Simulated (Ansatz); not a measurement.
CdS under load (space group P6_3mc): band-edge transport data

Consider the following.

```
CELL_PARAMETERS angstrom
      4.10637     0.00000     0.00000
     -2.05319     3.55622     0.00000
      0.00000     0.00000     6.68178
ATOMIC_POSITIONS crystal
  Cd 0.33333 0.66667 0.99924
  Cd 0.66667 0.33333 0.49924
  S  0.33333 0.66667 0.37576
  S  0.66667 0.33333 0.87576
```

Level of theory: PBE with spin-orbit coupling, rigid bands (plane waves, PAW; Ansatz, a program for electronic structure). Condition of this run: hydrostatic pressure of 0.8 GPa (compression positive) (the target of the relaxation). How the cell was made: cell and atoms relaxed with PBEsol, then loaded as said.

```
Quantity                                                                                                                                                              Value
---------------------------------------------------------------------------------------------------------------------------------------  ----------------------------------
band gap                                                                                                                                                            1.25 eV
electron conductivity mass (300 K, dilute)                                                                                               0.152 (x), 0.152 (y), 0.140 (z) mₑ
hole conductivity mass (300 K, dilute)                                                                                                      1.16 (x), 1.16 (y), 1.51 (z) mₑ
effective density of states N_c (300 K)                                                                                                                         1.4e18 cm⁻³
effective density of states N_v (300 K)                                                                                                                         4.6e19 cm⁻³
density-of-states mass, electrons                                                                                                                                  0.143 mₑ
density-of-states mass, holes                                                                                                                                       1.49 mₑ
Seebeck coefficient, n-type 1e19 cm⁻³, 300 K                                                                                                                       -89 μV/K
best n-type power factor at 300 K for τ = 10 fs (best axis; densities from 1e16 to 1e21 cm⁻³ tried, whether or not they can be reached)        1.52 μW/(cm·K²) at 3e18 cm⁻³
Seebeck coefficient, p-type 1e19 cm⁻³, 300 K                                                                                                                       380 μV/K
best p-type power factor at 300 K for τ = 10 fs (best axis; densities from 1e16 to 1e21 cm⁻³ tried, whether or not they can be reached)        11.2 μW/(cm·K²) at 3e20 cm⁻³
```

Rigid bands; masses and Seebeck coefficients take one relaxation time τ for all states and one kind of carrier; polarons and phonon drag are left out. Geometry: cell and atoms relaxed with PBEsol.
